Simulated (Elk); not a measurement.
Band structure of Mg2Zn (Amm2, 6 atoms in the cell).

```xyz
6
Lattice="4.8560 0.0000 0.0000 0.0000 1.5475 7.9265 0.0000 -1.5475 7.9265" Properties=species:S:1:pos:R:3 pbc="T T T"
Mg     0.0000     0.0000    15.8091
Mg     0.0000     0.0000    10.6101
Mg     0.0000     0.0000     5.2873
Mg     2.4280     0.0000     8.8039
Zn     2.4280     0.0000    14.0641
Zn     2.4280     0.0000     3.5530
```

Method: LDA (PW92), all-electron FP-LAPW, Elk's shipped species files, default APW+lo basis run with Elk.

Settings: stype = 0; swidth = 0.00499791 Ha; ngridk = 4 5 5; maxscl = 100.

The starting cell comes from a database of computed structures (which also holds hypothetical and non-ambient phases and stackings), without a prior relaxation at this level. Values depend on the basis (sphere radii, cutoffs, local orbitals), which need not be converged.

Levels in eV from the Fermi level, bands 35 to 42:
| point | 35 | 36 | 37 | 38 | 39 | 40 | 41 | 42 |
|---|---|---|---|---|---|---|---|---|
| Γ | -5.14 | -1.62 | -0.99 | 0.56 | 0.83 | 0.97 | 1.11 | 1.91 |
| X | -3.19 | -1.30 | -0.95 | 0.87 | 1.39 | 2.08 | 2.32 | 2.79 |
| S | -2.54 | -2.31 | -0.18 | -0.08 | 2.01 | 2.44 | 2.47 | 2.84 |
| R | -1.87 | -1.68 | -1.25 | -1.14 | -1.01 | 0.15 | 1.20 | 1.48 |
| A | -1.78 | -1.77 | -1.66 | -1.52 | -0.16 | 0.61 | 0.86 | 0.99 |
| Z | -4.41 | -3.69 | -3.43 | -3.23 | 2.92 | 3.27 | 3.36 | 3.73 |
| Y | -2.53 | -2.22 | -1.13 | -0.87 | -0.52 | -0.21 | 2.98 | 3.76 |
| X1 | -3.19 | -1.30 | -0.95 | 0.87 | 1.39 | 2.08 | 2.32 | 2.79 |
| A1 | -1.78 | -1.77 | -1.66 | -1.52 | -0.16 | 0.61 | 0.86 | 0.99 |
| T | -5.20 | -5.06 | -1.17 | -1.05 | -0.87 | 0.28 | 6.19 | 6.56 |

Bands cross the Fermi level along this path, so the cell is metallic at this level.
